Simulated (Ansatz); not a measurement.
System: ZnGaNO (model structure, started from the AlSiCN type, P3m1, No. 156, 4 atoms in the cell). Method: HSE06+SOC (plane waves, PAW; Ansatz, a program for electronic structure).

Input file:

Ansatz 0.2 input:
```yaml
crystal:
  lattice:
    - [3.1955590042, -0.0000002781, 0.0]
    - [-1.5977792612, 2.767435416, 0.0]
    - [0.0, 0.0, 5.2200524626]
  atoms:
    - { symbol: Ga, position: [0.3333333333, 0.6666666667, 0.5073999185] }
    - { symbol: Zn, position: [0.6666666667, 0.3333333333, 0.9911054166] }
    - { symbol: O, position: [0.3333333333, 0.6666666667, 0.1384261628] }
    - { symbol: N, position: [0.6666666667, 0.3333333333, 0.6130585021] }
basis:
  ecutwfc: 460
  ecutrho_ratio: 4
  xc_grid: 2
kpoints:
  mp_grid: { grid: [9, 9, 6] }
hamiltonian:
  xc: hse06
  dispersion: none
  pseudopotentials: { kind: paw }
scf:
  occupations: { method: fermi_dirac, width: 0.01 }
  convergence: { dr2_threshold: 0.0000000004 }
output:
  forces: true
  stress: true
  eigenvalues: true
magnetization:
  noncollinear: true
  spin_orbit: true
```

The run printed, among other lines:

```
WARN output.stress: scf.exx.energy_threshold = 1e-6 eV is looser than the 4e-8 eV advised for a stress under a hybrid functional (1e-8 eV for each atom of the …
Crystal: 4 atoms, lattice volume = 46.164 Å³
Basis set: ecut = 460 eV, 1039 PW (Γ), exchange–correlation on 48×48×80 points (8 copies of the dense FFT grid, shifted against one another)
Bands: 44, of which v1, the nominal top of the filled ones, is band 36 counted from 1 (35 counted from 0)
Symmetry: 6 space group operations + 6 with time reversal
k-points: 62 of 486 (time reversal used)
Initial density: superposition of atomic densities (chi_scale 0.1, normalization cell, long waves kept (reshape's long-wave potential 0.18 eV rms))
Crystal: 4 atoms, lattice volume = 46.164 Å³
Initial density: handed on by an earlier stage of this run
Crystal: 4 atoms, lattice volume = 46.164 Å³
SCF 3 converged in 6 iterations: F = -8054.003121 eV  dr2 = 2.71e-10
Free energy (F): -8054.003121 eV
Internal energy: -8054.003121 eV  (E = F + TS)
E sigma→0 (E₀):  -8054.003121 eV
Fermi energy:    9.016952 eV
--- Forces (eV/Å), atoms counted from 1 ---
  atom   1  Ga     0.00000000     0.00000000    -0.08357076
  atom   2  Zn     0.00000000    -0.00000000     0.14067342
  atom   3  O      0.00000000    -0.00000000     0.11960295
  atom   4  N      0.00000000    -0.00000000    -0.17664897
--- Stress (GPa, compression-positive) ---
        1.090873      -0.000000       0.000000
       -0.000000       1.090873      -0.000000
        0.000000      -0.000000       0.977124
  P = ⅓ Tr σ = 1.0530 GPa (10.530 kbar)
```

The PAW data were made under PBE.

Note: the relaxation could raise the start's symmetry but not lower it, so the cell can be a saddle point. Note: cell and atoms aren't relaxed at this level (largest force component 0.18 eV/Å, pressure 1.1 GPa).

A model structure was made by putting elements into a prototype or built by hand; it is no filed structure, need not be a known phase, and can be a saddle point held by its symmetry.
